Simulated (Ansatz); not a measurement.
Partial pair distribution functions of a relaxed model of amorphous Al28O45W, broadened by 0.06 Å; density 3.36 g/cm³. Level of theory: PBE, scalar-relativistic without spin-orbit coupling (plane waves to 420 eV, PAW; Ansatz, a first-principles code).

It comes from a melt-quench run on a machine-learned potential (CHGNet), relaxed afterwards by DFT. O atoms were pushed apart under 1.9 Å during the dynamics, to hinder bonds among them. The hot cell started wider than the set density and was brought back towards it in steps. It is the lowest in DFT energy of 2 quenches. It is a model cell: composition and starting density were chosen by hand, and all elements were melted together. No dispersion term was used. Its density started from a set value of 3.36 and ended at 3.36 g/cm³. The quench (nominally 340 K/ps over its main leg) was far faster than any real one, so the model tends to hold more defects than a real film. A cell of this size samples the disorder only roughly. The volume was held where the preparation left it and the shape relaxed, at a PBE pressure of -0.4 GPa (tension). Stress components on the final sampling reach 0.6 GPa.

```tsv
r (Å)	g Al-O	g O-W	g Al-Al	g O-O
1.55	0.02	0.00	0.00	0.00
1.65	0.90	0.14	0.00	0.00
1.75	6.37	3.25	0.00	0.00
1.85	7.43	8.08	0.00	0.00
1.95	3.51	4.77	0.00	0.00
2.05	0.96	2.76	0.00	0.00
2.15	0.22	2.37	0.00	0.00
2.25	0.14	1.53	0.00	0.00
2.35	0.05	0.11	0.01	0.17
2.45	0.02	0.00	0.16	0.87
2.55	0.07	0.00	0.31	1.60
2.65	0.16	0.00	0.63	2.87
2.75	0.27	0.00	1.65	3.53
2.85	0.35	0.00	1.76	2.66
2.95	0.41	0.00	1.48	1.80
3.05	0.43	0.00	2.09	1.60
3.15	0.40	0.00	2.38	1.38
3.25	0.63	0.00	3.12	0.86
3.35	0.94	0.00	2.61	0.86
3.45	1.24	0.29	1.65	0.70
3.55	1.20	1.53	1.06	0.62
3.65	1.29	1.39	0.29	0.66
3.75	1.40	3.01	0.23	0.67
3.85	1.40	1.27	0.32	0.63
3.95	1.33	1.12	0.54	0.55
4.05	1.34	2.24	0.87	0.50
4.15	1.35	1.09	0.64	0.55
4.25	1.44	0.63	0.67	0.64
4.35	1.44	0.81	0.67	0.60
4.45	1.43	0.92	0.85	0.71
```

Within 2.36 Å each Al has 4.61 O neighbours on average.
